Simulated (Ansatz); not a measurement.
**Convergence test for ZnPS3 (C2/m, 10 atoms in the cell)**

```
CELL_PARAMETERS angstrom
      2.99307    -5.18378     0.00000
      2.99307     5.18378     0.00000
     -1.97745     0.00000     7.19508
ATOMIC_POSITIONS crystal
  Zn 0.66696 0.33304 0.00000
  Zn 0.33304 0.66696 0.00000
  P  0.94928 0.94928 0.84698
  P  0.05072 0.05072 0.15302
  S  0.59711 0.92603 0.77620
  S  0.40289 0.07397 0.22380
  S  0.07397 0.40289 0.22380
  S  0.92603 0.59711 0.77620
  S  0.74503 0.74503 0.22360
  S  0.25497 0.25497 0.77640
```

Method of the run: PBE0, default PAW files made with PBE (plane waves; Ansatz, a first-principles code).

The starting cell comes from a database of computed structures (which also holds hypothetical and non-ambient phases and stackings), without a prior relaxation at this level. Its lattice was rescaled by a random factor within 2.5 % of one. Ansatz's pressure includes its estimate of the finite-basis (Pulay) stress.

Held fixed: basis.ecutwfc = 30.9 Ry; hamiltonian.xc = pbe0; hamiltonian.pseudopotentials = {kind: paw} (the program's default PAW files); scf.occupations.method = fermi_dirac; scf.occupations.width = 0.0037 Ry.

ΔF is the free energy per atom less that of the last row (3 3 2).

```
kpoints.mp_grid.grid  ΔF (meV/atom)  pressure (GPa)  largest force (eV/Å)  gap on the mesh (eV)  k-points
--------------------  -------------  --------------  --------------------  --------------------  --------
1 1 1                          46.2           -2.18                 0.927                 4.567         1
2 2 1                          20.2           -0.59                 0.202                 4.161         3
2 2 2                          10.4           -0.69                 0.132                 4.145         6
3 3 2                          0.00           -0.78                 0.171                 3.859         8
```

Energy within 2 meV/atom of the last row: only the last setting itself: the one before it still differs by 10 meV/atom, so the series does not show convergence to this tolerance.

Gap on the mesh within 0.05 eV of the last row: only the last setting itself: the one before it still differs by 0.29 eV, so the series does not show convergence to this tolerance.

Gaps are taken between levels on the mesh.

Keys are those of Ansatz 0.2.
